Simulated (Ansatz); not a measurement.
Tl2HgSiSe4, pressure series

Base system: Tl2HgSiSe4 (space group I-42m, No. 121; a = 7.920 Å, c = 6.680 Å; a cell from a computed database, its experimental status unchecked).

Cell and atoms are relaxed at each pressure.

Levels (all Ansatz, a first-principles code, PAW): PBEsol (420 eV, no SOC); HSE06 (420 eV, spin-orbit coupling left out).

Band gaps by level, all at the geometries relaxed with PBEsol:

```csv
case,PBEsol,HSE06
base,0.64 eV,1.22 eV
pressure −2 GPa,0.83 eV,[?]
pressure −1 GPa,0.74 eV,1.34 eV
pressure 0.9 GPa,0.55 eV,1.12 eV
pressure 2.1 GPa,0.44 eV,[?]
pressure 4.5 GPa,0.25 eV,0.75 eV
```

**Question.** Complete the table.

**Answer.** 
- pressure −2 GPa, HSE06: 1.46 eV
- pressure 2.1 GPa, HSE06: 0.99 eV

Single points use the geometry relaxed with PBEsol. HSE06 was sampled on its mesh, a few special points and the semilocal edge points, so its gap is an upper bound. With Hg and Tl present, leaving out spin-orbit coupling can change the band edges. Load acts through the strain it causes; cell and atoms are relaxed under it. No phonon test of stability was made. A zero or small gap of Tl2HgSiSe4 under pressure 4.5 GPa can be the functional's error rather than a property of the material.
